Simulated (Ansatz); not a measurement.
cubic SrTiO3 (1 1 0) on germanium (1 1 0) (film strained to the substrate, started from cuts of the bulks and a machine-learned relaxation; metallic at this level, with no gap by band count; slabs Ge16 and Sr4Ti4O10, which can lie off the formulas)

A periodic stack without vacuum, cubic SrTiO3 (1 1 0) on germanium (1 1 0) (film strained to the substrate, started from cuts of the bulks and a machine-learned relaxation; metallic at this level, with no gap by band count; slabs Ge16 and Sr4Ti4O10, which can lie off the formulas): substrate slab Ge16, film Sr4Ti4O10, surface cells [[0, -1], [1, -1]] and [[1, 0], [1, 1]], film strained by +3.5 and +3.5 %, outermost planes Ge/Ge and OSrTi/OSrTi as cut, which need not be the usual terminations and can put a slab off its formula.

The start was prepared with a machine-learned potential, and the result is one local minimum, with the in-plane cell held and forces under 0.04 eV/Å; the film can end far from its bulk form.

Calculation: PBE (plane waves to 420 eV, PAW; Ansatz, an electronic-structure program). No spin–orbit coupling; the runs are not spin-polarised; PBE gaps are too small against experiment. Its k-point mesh 7×4×1, Fermi–Dirac width 0.05 eV.

| Quantity | Result |
|---|---|
| interface area | 23.5 Å² |
| period | 27.37 Å |
| heights between the nearest atoms of the two slabs at the two interfaces | 2.46 and 2.50 Å |
| Ge–Sr contacts across the interfaces within 1.22 times the sum of covalent radii | 4, mean 3.45 Å |
| Ge–Ti contacts across the interfaces within 1.22 times the sum of covalent radii | 4, mean 2.90 Å |

```
CELL_PARAMETERS angstrom
      4.07295    -0.00012    -0.01612
      4.07413     5.74798     0.37012
      2.94778     3.73893    27.66909
ATOMIC_POSITIONS crystal
  Ge 0.97452 0.65299 0.11807
  Ge 0.22361 0.90523 0.11877
  Ge 0.96640 0.21108 0.04217
  Ge 0.18994 0.48392 0.04218
  Ge 0.02370 0.50068 0.26724
  Ge 0.27249 0.75110 0.26870
  Ge 0.00240 0.07265 0.19431
  Ge 0.25064 0.32610 0.19227
  Ge 0.06760 0.35290 0.41659
  Ge 0.31642 0.60295 0.41832
  Ge 0.04540 0.92576 0.34362
  Ge 0.29367 0.17916 0.34191
  Ge 0.13051 0.18829 0.56902
  Ge 0.35875 0.46418 0.56863
  Ge 0.08451 0.78248 0.49295
  Ge 0.32925 0.03674 0.49179
  Sr 0.61620 0.74474 0.65878
  Ti 0.62259 0.26240 0.66176
  O  0.04678 0.28176 0.66639
  Sr 0.09257 0.19870 0.75916
  Ti 0.10079 0.69026 0.75516
  O  0.34786 0.46040 0.70830
  O  0.87234 0.94285 0.69474
  O  0.59243 0.68510 0.75491
  Sr 0.59994 0.60971 0.85089
  Ti 0.61648 0.09352 0.85472
  O  0.83952 0.91517 0.79977
  O  0.34029 0.40459 0.81055
  O  0.13486 0.08687 0.85524
  Sr 0.18105 0.95782 0.95100
  Ti 0.13441 0.48168 0.94821
  O  0.45870 0.22551 0.91557
  O  0.92150 0.76997 0.90206
  O  0.66244 0.50863 0.94432
```
